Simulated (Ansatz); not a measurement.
Effect of pressure 3 GPa on CuAu

The parent structure is CuAu (space group P4/mmm, No. 123; a = 2.8815 Å, c = 3.6148 Å).

The change: cell and atoms relaxed at a pressure of 3 GPa.

Computed with PBE in Ansatz (plane waves to 420 eV, PAW, without spin-orbit coupling). Settings: 16×16×13 k-points, 0.05 eV Fermi–Dirac smearing.

The density goes up by 0.30 g/cm³, from 14.41 g/cm³ to 14.71 g/cm³ and the lattice parameter a shrinks by 0.0164 Å, from 2.882 Å to 2.865 Å. The c/a ratio decreases by 0.0039, from 1.254 to 1.251 and the shortest interatomic distance drops by 0.0193 Å to 2.704 Å. The enthalpy H = E + PV relative to the base's energy is +0.28 eV/atom and the band gap remains zero.

Cost of the whole job for the changed cell (relaxation, final SCF and bands): very roughly 90 core-seconds.

Load acts through the strain it causes; cell and atoms are relaxed under it. Whether these cells are dynamically stable was not tested. All final runs are without spin polarisation.

Ansatz is an electronic-structure program.
